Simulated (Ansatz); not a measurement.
**Eu in the bcc (W type) structure (space group Im-3m, No. 229; ferromagnetic)**

```
Eu
1.0
   -2.22358     2.22358     2.22358
    2.22358    -2.22358     2.22358
    2.22358     2.22358    -2.22358
Eu
1
Direct
  0.00000   0.00000   0.00000
```

The values are results of Kohn–Sham DFT with the r2SCAN functional, run in Ansatz (an electronic-structure program) with PAW and 500 eV plane waves, no spin-orbit coupling, not measurements. Γ-centred 15×15×15 mesh, Fermi–Dirac width 0.05 eV.

The volume per atom is 43.98 Å³, the density is 5.74 g/cm³ and the band gap is zero. The magnetic state is ferromagnetic and the total energy comes out as -8780.168 eV/atom (σ→0; compares only within this code and set-up).

Other magnetic orders, which the real material may have, were not ruled out. The state of the 4f shell was not checked for lower solutions. Whether these cells are dynamically stable was not tested.
